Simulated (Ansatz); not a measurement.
## KTaO3: energy against volume

KTaO3 (cubic perovskite, Pm-3m, 12.345 Å³/atom and stress up to 0.01 GPa in the relaxed cell, cube axes along x, y and z) under hydrostatic pressure, with the cell free. LDA in Ansatz, a plane-wave DFT program (PAW, default set), 420 eV, 8×8×8 Γ-centred mesh, Fermi-Dirac smearing 0.05 eV; ions are relaxed, or left where forces stay under 0.02 eV/Å, within the symmetry of each cell.

Here V stands for volume and E for E less E0.

```csv
volume (Å³/atom),E less E0 (meV/atom),pressure (GPa)
12.4603,0.79,-2.00
12.4015,0.23,-1.00
12.3447,0.00,-0.01
12.3280,0.08,0.29
12.3057,0.15,0.69
12.2610,0.41,1.50
12.1806,1.53,3.00
12.0777,4.08,5.00
11.8391,?,?
```

The 8 complete rows are fitted with the third-order Birch-Murnaghan form, a cubic in V^(-2/3), E against V. With u = V^(-2/3) - 0.1877, the rows have u = -0.0016423, -0.0010546, -0.0004826, -0.0003135, -0.0000872, 0.0003685, 0.0011952, 0.0022666. Least squares gives E = 0.161 + 503.9·u + 539573·u² + 298123·u³. Residuals (row less fit): 0.003, 0.001, -0.043, 0.024, 0.029, -0.010, -0.005, 0.001; standard error 0.029 (degrees of freedom: 4). Its minimum lies at u = -0.0004671, so V0 = (0.1872329)^(-3/2) = 12.34. There d²E/du² = 1078000 and d³E/du³ = 1789000, so B0 = (4/9) × 12.34^(-7/3) × 1078000 × 0.160218 = 218 GPa (the last factor turns the table's units into GPa), and B0' = 4 + (2/3) × 0.1872329 × (1789000)/1078000 = 4.2. B0' rests on the cubic coefficient alone and has a standard error of 5.0 from these residuals.

Estimate the missing E (V = 11.8391); what did the run itself give?

u = 0.0048104, so E = 0.161 + 503.9 × 0.0048104 + 539573 × 0.0048104² + 298123 × 0.0048104³ = 15.104 meV/atom. The calculation gives 15.17 meV/atom, 0.066 meV/atom above the prediction (0.4 % of the range of E in the table). The row lies outside the fitted rows, so this is an extrapolation. From the scatter of the fitted rows alone, a prediction at this place has a standard error of 0.590 meV/atom, so the miss is 0.1 times that.

The primitive cell can neither tilt nor turn polar against its symmetry, as such crystals can under strain. Other structures, which can take over under pressure, weren't tried. The same form fitted to the pressure column gives B0' = 4.4; series where the two differ by over 0.4 aren't shown. Rows are the converged runs of the series near zero and its far end, less any whose ions stayed unrelaxed beside relaxed ones; series whose fitted rows scatter by over a few per cent of the range, as at a crossing or softening among them, aren't shown in this form.
